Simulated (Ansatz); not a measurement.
## Evanescent states of HfO2 (Fm-3m, fluorite, 3 atoms a cell, 10.6 Å³ an atom, 4 GPa at this level) along the normal of (111)

The numbers are results of r2SCAN (plane waves, PAW; Ansatz, an electronic-structure program), not measurements.

No gap correction and no spin-orbit coupling; mid-gap is the computed energy nearest the middle.

Energies count from the valence-band top; κ is the least over a 12×12 mesh across the current.

| E (eV) | κ (1/Å) | where |
|---|---|---|
| 0.10 | 0.139 | off Γ |
| 0.32 | 0.235 | off Γ |
| 0.53 | 0.297 | off Γ |
| 0.73 | 0.343 | off Γ |
| 0.94 | 0.380 | off Γ |
| 1.16 | … | Γ |
| 1.36 | … | Γ |
| 1.57 | … | Γ |
| 1.78 | … | Γ |
| 2.00 | … | Γ |
| 2.21 | … | Γ |
| 2.42 | … | Γ |
| 2.62 | … | Γ |
| 2.83 | … | Γ |
| 3.04 | … | Γ |
| 3.25 | … | Γ |
| 3.46 | 0.375 | off Γ |
| 3.67 | 0.339 | off Γ |
| 3.88 | 0.291 | off Γ |
| 4.09 | 0.223 | off Γ |
| 4.30 | 0.093 | off Γ |

Question: Some entries are withheld; supply them.

Answer: 
- 1.16, κ (1/Å): 0.401
- 1.36, κ (1/Å): 0.412
- 1.57, κ (1/Å): 0.421
- 1.78, κ (1/Å): 0.427
- 2.00, κ (1/Å): 0.432
- 2.21, κ (1/Å): 0.436
- 2.42, κ (1/Å): 0.438
- 2.62, κ (1/Å): 0.438
- 2.83, κ (1/Å): 0.435
- 3.04, κ (1/Å): 0.421
- 3.25, κ (1/Å): 0.402
